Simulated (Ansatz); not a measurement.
## The (0001) surface of hcp Co, ferromagnetic, p(2x2), one Co site of the top plane empty (bottom of the slab: a bare face, its two planes held)

The numbers are results of PBE (plane waves to 420 eV, PAW; Ansatz, a first-principles code), not measurements.

Model: 23-atom slab, 10.1 Å thick at the start with caps and adatoms (thin: gaps and levels are the slab's own), 9x9x1 mesh, Fermi-Dirac 0.1 eV, dipole correction, 8 atoms held, the rest relaxed; symmetry of the start imposed; spin-polarised, ending with about 38.4 μB a cell; orders that need a larger cell were not tried, no spin-orbit, no U. In PBE it lies 0.10 eV a 1x1 cell over the lowest computed structure of the same composition (one row in 4 of the top plane missing).

```yaml
work_function_of_the_top_face: 4.45 eV
energy_released_by_relaxation: 0.14 eV
magnetic_moment_of_the_cell: 38.40 μB
cost: very roughly 30 core-minutes
```
